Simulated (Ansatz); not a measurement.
## HgS, response to strain

The reference is HgS in the zinc blende structure (space group F-43m, No. 216).

```xyz
2
Lattice="0.0000 2.9060 2.9060 2.9060 0.0000 2.9060 2.9060 2.9060 0.0000" Properties=species:S:1:pos:R:3 pbc="T T T"
Hg     0.0000     0.0000     0.0000
S      1.4530     1.4530     1.4530
```

Strains are applied to the cell and any free atomic positions relax.

The values are results of DFT with LDA, PAW potentials and a 420 eV plane-wave cutoff in Ansatz (a first-principles code), no spin-orbit coupling, not measurements.

Notes on the quantities. energy relative to the base: free energy F.

```json
[
 {"case": "base", "pressure": "0.0 GPa", "energy relative to the base": "0 meV/atom", "shortest interatomic distance": "2.517 Å"},
 {"case": "isotropic strain −2.50 %", "pressure": "6.2 GPa", "energy relative to the base": "+32 meV/atom", "shortest interatomic distance": "2.454 Å"},
 {"case": "isotropic strain −2.00 %", "pressure": "4.7 GPa", "energy relative to the base": "+20 meV/atom", "shortest interatomic distance": "2.466 Å"},
 {"case": "isotropic strain −1.00 %", "pressure": "2.2 GPa", "energy relative to the base": "+4.8 meV/atom", "shortest interatomic distance": "2.491 Å"},
 {"case": "isotropic strain −0.50 %", "pressure": "1.1 GPa", "energy relative to the base": "+1.2 meV/atom", "shortest interatomic distance": "2.504 Å"},
 {"case": "isotropic strain +0.50 %", "pressure": "-1.0 GPa", "energy relative to the base": "+1.1 meV/atom", "shortest interatomic distance": "2.529 Å"},
 {"case": "isotropic strain +1.00 %", "pressure": "-1.9 GPa", "energy relative to the base": "…", "shortest interatomic distance": "2.542 Å"},
 {"case": "isotropic strain +1.50 %", "pressure": "-2.7 GPa", "energy relative to the base": "+9.9 meV/atom", "shortest interatomic distance": "2.554 Å"},
 {"case": "isotropic strain +2.00 %", "pressure": "…", "energy relative to the base": "+17 meV/atom", "shortest interatomic distance": "2.567 Å"},
 {"case": "isotropic strain +2.50 %", "pressure": "-4.2 GPa", "energy relative to the base": "+26 meV/atom", "shortest interatomic distance": "2.580 Å"}
]
```

Q: What belongs in the blanks?

A: 
- isotropic strain +1.00 %, energy relative to the base: +4.5 meV/atom
- isotropic strain +2.00 %, pressure: -3.5 GPa

The mesh was chosen for an insulator and is coarse for the gapless case. Stability against distortions was not tested. All final runs are without spin polarisation.
